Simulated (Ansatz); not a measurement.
Consider WC (space group P-6m2, No. 187; relaxed with 0.1 eV smearing).

```
WC
1.0
    2.91268     0.00000     0.00000
   -1.45634     2.52245     0.00000
    0.00000     0.00000     2.83536
W C
1 1
Direct
  0.00000   0.00000   0.00000
  0.66667   0.33333   0.50000
```

Cartesian axes are those of the cell as printed.

All numbers come from plane-wave PAW DFT at the r2SCAN level (Ansatz, a first-principles code, 500 eV), spin-orbit coupling left out.

Strains are applied to the cell and any free atomic positions relax; under stress the whole cell relaxes.

One change was made to it. Results:

| quantity | base | after |
|---|---|---|
| energy relative to the base (free energy F) | 0 meV/atom | +63 meV/atom |
| shortest interatomic distance | 2.199 Å | 2.208 Å |

Problem. Which change produced these results?
A) strain tensor (xx, yy, zz, yz, xz, xy) = (+0.63, +1.98, −2.45, −1.31, +2.41, −0.33) %
B) uniaxial strain ε_xx = +5.48 %
C) isotropic strain +5.47 %
D) isotropic strain −0.59 %
E) uniaxial stress, 2 GPa tension along x

Solution. B, uniaxial strain ε_xx = +5.48 %. For comparison, the energy relative to the base in the other runs: strain tensor (xx, yy, zz, yz, xz, xy) = (+0.63, +1.98, −2.45, −1.31, +2.41, −0.33) % gives +56 meV/atom; isotropic strain +5.47 % gives +0.298 eV/atom; uniaxial stress, 2 GPa tension along x gives +0.2 meV/atom; isotropic strain −0.59 % gives +4.2 meV/atom.

Beyond what the load breaks, stability against distortions was not tested. All final runs are without spin polarisation.
